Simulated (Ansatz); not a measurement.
Cubic perovskite CsSrF₃, treated with r²SCAN+rVV10 in Ansatz (plane waves, PAW).

Settings: plane-wave cutoff 560 eV, 8×8×8 k mesh, Fermi–Dirac smearing 0.01 eV, scalar-relativistic PAW data made under PBE.

Properties against volume:

```
V (Å³/atom)  P (GPa)  direct gap at Γ (eV)
-----------  -------  --------------------
19.944          3.41                 7.385
20.369          2.14                 7.304
20.793          1.01                 7.224
21.218          0.00                 7.144
21.642         -0.90                 7.064
22.066         -1.70                 6.984
22.491         -2.41                 6.905
```

A straight line through the gaps at Γ against ln V gives a volume deformation potential dE_g(Γ)/d ln V of -4.0 eV: the gap at Γ widens under compression.

Note: the relaxation could not lower the start's symmetry, so the cell can be a saddle point above a distorted one.

Spin–orbit coupling is not included.

Ansatz is an electronic-structure program.
